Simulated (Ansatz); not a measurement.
Worked example: self-consistent single point of GePd3 (Fm-3m, 4 atoms in the cell) in Ansatz (an electronic-structure program).

Method: PBE (plane waves, PAW; Ansatz).

```yaml
crystal:
  lattice:
    - [0.00000, 3.19163, 3.19163]
    - [3.19163, 0.00000, 3.19163]
    - [3.19163, 3.19163, 0.00000]
  atoms:
    - { symbol: Ge, position: [0.00000, 0.00000, 0.00000] }
    - { symbol: Pd, position: [0.50000, 0.50000, 0.50000] }
    - { symbol: Pd, position: [0.25000, 0.25000, 0.25000] }
    - { symbol: Pd, position: [0.75000, 0.75000, 0.75000] }
```

Reference input (self-consistent single point, DFT, PBE, plane waves, default PAW files): kpoints.mp_grid.grid = 5 5 5; hamiltonian.xc = pbe; hamiltonian.pseudopotentials = {kind: paw} (the program's default PAW files); scf.occupations.method = fermi_dirac; scf.occupations.width = 0.1 eV. This run's input differs from it in these lines:

Ansatz 0.2 input:
```diff
@@ -12,3 +12,3 @@
 kpoints:
-  mp_grid: { grid: [5, 5, 5] }
+  mp_grid: { grid: [6, 6, 6] }
 hamiltonian:
@@ -17,3 +17,3 @@
 scf:
-  occupations: { method: fermi_dirac, width: 0.1 }
+  occupations: { method: fermi_dirac, width: 0.3 }
 output:
```

Output (repeated stretches shortened):

```
SCF iter   1: F=—  HF=-25214.992197 eV  |F-HF|=—  |Δ(HF+E_count)|=         —  Δρ=4.56e-3  dr2=1.76e-2  ethr=1.77e-3  ⟨swp⟩=5.4  Hψ=2497  notcnv=0
all-band conjugate gradients solve this SCF's bands
preconditioner: auto → Kerker (q_TF=auto, 2.749 Å⁻¹)
SCF iter   2: F=—  HF=-25214.990863 eV  |F-HF|=—  |Δ(HF+E_count)|=   1.33e-3  Δρ=2.32e-3  dr2=4.97e-3  ethr=2.58e-5  ⟨swp⟩=1.2  Hψ=836  notcnv=0
SCF iter   3: F=—  HF=-25214.990197 eV  |F-HF|=—  |Δ(HF+E_count)|=   6.66e-4  Δρ=5.15e-4  dr2=2.95e-4  ethr=7.31e-6  ⟨swp⟩=1.2  Hψ=691  notcnv=0
SCF iter   4: F=—  HF=-25214.990155 eV  |F-HF|=—  |Δ(HF+E_count)|=   4.20e-5  Δρ=1.59e-4  dr2=1.40e-5  ethr=4.34e-7  ⟨swp⟩=2.0  Hψ=932  notcnv=0
SCF iter   5: F=—  HF=-25214.990149 eV  |F-HF|=—  |Δ(HF+E_count)|=   6.96e-6  Δρ=7.12e-5  dr2=2.66e-6  ethr=2.06e-8  ⟨swp⟩=2.1  Hψ=882  notcnv=0
SCF iter   6: F=—  HF=-25214.990148 eV  |F-HF|=—  |Δ(HF+E_count)|=   5.01e-7  Δρ=1.67e-5  dr2=1.50e-7  ethr=3.91e-9  ⟨swp⟩=2.0  Hψ=977  notcnv=0
SCF iter   7: F=-25214.990148 eV  HF=-25214.990148 eV  |F-HF|=4.44e-9  |Δ(HF+E_count)|=   2.57e-8  Δρ=3.62e-6  dr2=9.35e-9  ethr=1.47e-10  ⟨swp⟩=4.4  Hψ=2091  notcnv=0
SCF 1 converged in 7 iterations: F = -25214.990148 eV  dr2 = 9.35e-9
Free energy (F): -25214.990148 eV
Internal energy: -25214.182487 eV  (E = F + TS)
E sigma→0 (E₀):  -25214.586317 eV
Entropy (-TS):   -0.807661 eV (-201.915 meV/atom)
Fermi energy:    16.745657 eV
--- Forces (eV/Å), atoms counted from 1 ---
  atom   1  Ge    -0.00000000     0.00000000    -0.00000000
   [... zero for the other atoms too ...]
--- Stress (GPa, compression-positive) ---
       -7.147290       0.000000       0.000000
        0.000000      -7.147290      -0.000000
        0.000000      -0.000000      -7.147290
  P = ⅓ Tr σ = -7.1473 GPa (-71.473 kbar)
  The stress holds the Pulay correction. Without it, at fixed plane waves, as pw.x and ABINIT print it: P = -7.2001 GPa
```

The run converged in 7 iterations. Against the reference run the free energy drops by 93.5 meV/atom and the pressure goes from -8.77 to -7.15 GPa.

The starting cell was generated: these elements placed on a structure prototype, without a prior relaxation; it need not be a known phase or ordering of this composition. Spin polarisation is off. With a pressure of about -7 GPa the cell is away from its equilibrium volume at this level. Ansatz's pressure includes its estimate of the finite-basis (Pulay) stress.
